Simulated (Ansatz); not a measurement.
Partial pair distribution functions of a relaxed model of amorphous Ge20S40Ag4, broadened by 0.06 Å; density 3.18 g/cm³. Computed with PBE-D3(BJ), scalar-relativistic without spin-orbit coupling (plane waves to 420 eV, PAW; Ansatz, a program for electronic structure).

Preparation: random packing, a CHGNet melt and quench, and a DFT relaxation. The hot cell started wider than the set density and was brought back towards it in steps. It is the lowest in DFT energy of 3 quenches. It is a model cell: composition and starting density were chosen by hand, and all elements were melted together. The geometry includes D3(BJ) dispersion. Its density started from a set value of 3.04 and ended at 3.18 g/cm³. Cooling (nominally 96 K/ps over its main leg) ran many orders faster than in experiment, which tends to leave more defects and strain. Values belong to this one cell and scatter from quench to quench. Volume and shape were free in the relaxation.

```
r (Å)  g Ge-S  g S-Ag  g Ge-Ge  g S-S
-----  ------  ------  -------  -----
1.85     0.00    0.00     0.00   0.00
1.95     0.00    0.00     0.00   0.17
2.05     0.22    0.00     0.00   0.88
2.15     3.95    0.00     0.00   0.46
2.25     9.11    0.04     0.00   0.02
2.35     5.43    1.15     0.00   0.00
2.45     2.63    4.21     0.00   0.00
2.55     1.19    4.50     0.00   0.00
2.65     0.45    3.38     0.00   0.00
2.75     0.22    2.19     0.01   0.00
2.85     0.14    1.51     0.29   0.02
2.95     0.04    0.25     0.79   0.22
3.05     0.16    0.71     0.64   0.45
3.15     0.65    0.85     1.18   0.65
3.25     0.60    0.77     1.75   1.63
3.35     0.49    1.18     2.02   1.75
3.45     0.51    0.82     1.69   2.24
3.55     0.41    0.63     1.63   2.64
3.65     0.86    1.87     2.58   2.87
3.75     0.68    1.53     2.52   3.01
3.85     0.62    0.41     1.42   2.11
3.95     0.79    0.29     1.12   1.89
4.05     0.87    0.80     0.71   0.86
4.15     0.79    0.83     0.28   0.55
4.25     0.66    0.35     0.63   0.73
4.35     0.71    0.31     0.66   0.55
4.45     0.99    0.51     0.55   0.62
4.55     0.98    1.01     0.61   0.51
4.65     0.78    1.30     0.47   0.35
4.75     0.87    0.77     0.73   0.57
4.85     0.98    0.80     1.07   0.83
4.95     1.23    0.74     0.83   0.70
5.05     1.24    0.86     0.50   0.62
5.15     1.55    0.67     0.68   0.80
5.25     1.78    0.67     0.71   0.71
5.35     1.98    1.45     0.20   0.86
5.45     1.66    2.10     0.40   0.77
5.55     1.09    1.31     0.95   0.75
5.65     0.96    1.06     0.99   0.91
5.75     0.91    1.76     0.92   1.28
5.85     0.81    1.05     1.37   1.33
```

Within 2.76 Å each Ge has 3.75 S neighbours on average.
